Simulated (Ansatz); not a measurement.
Base system: MgTe in the wurtzite structure (space group P6_3mc, No. 186).

```
MgTe
1.0
    4.50890     0.00000     0.00000
   -2.25445     3.90482     0.00000
    0.00000     0.00000     7.33770
Mg Te
2 2
Direct
  0.33333   0.66667   0.99977
  0.66667   0.33333   0.49977
  0.33333   0.66667   0.37623
  0.66667   0.33333   0.87623
```

Cartesian axes are those of the cell as printed.

Computed with DFT with LDA, PAW potentials and a 420 eV plane-wave cutoff in Ansatz (a program for electronic structure), no spin-orbit coupling.

Perturbation: uniaxial strain ε_xx = +0.60 %, all other strain components held at zero; the atoms relax in the strained cell.

Task: Estimate the effect on the stress and energy relative to the base.

Result: The stress (xx, yy, zz, yz, xz, xy; compression positive) is (-0.33, -0.19, -0.16, 0.00, 0.00, 0.00) GPa; the energy stays essentially unchanged.

Stability against distortions was not tested.
